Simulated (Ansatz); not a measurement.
**What uniaxial stress, 2 GPa tension along x does to WC**

Take WC (space group P-6m2, No. 187; a = 2.913 Å, c = 2.836 Å; relaxed with 0.1 eV smearing) as the base. Axes: x lies along a and z along c of the hexagonal cell.

Perturbation: uniaxial stress, 2 GPa tension along x; all other stress components relax to zero.

Computed with r2SCAN (Ansatz, a first-principles code), no spin-orbit coupling, earlier PAW set. Settings: 23×23×20 k-points, 0.1 eV Fermi–Dirac smearing.

The energy hardly moves and the band gap remains zero. The strain response (xx, yy, zz) comes out as (+0.31, −0.09, −0.04) % and the secant Young's modulus along x is 640 GPa. The mean lateral Poisson ratio is 0.21.

Cost of the whole job for the changed cell (relaxation, final SCF and bands): about 13 core-minutes (a rough figure).

Stability under load was not tested beyond the relaxation. The final runs are not spin-polarised.
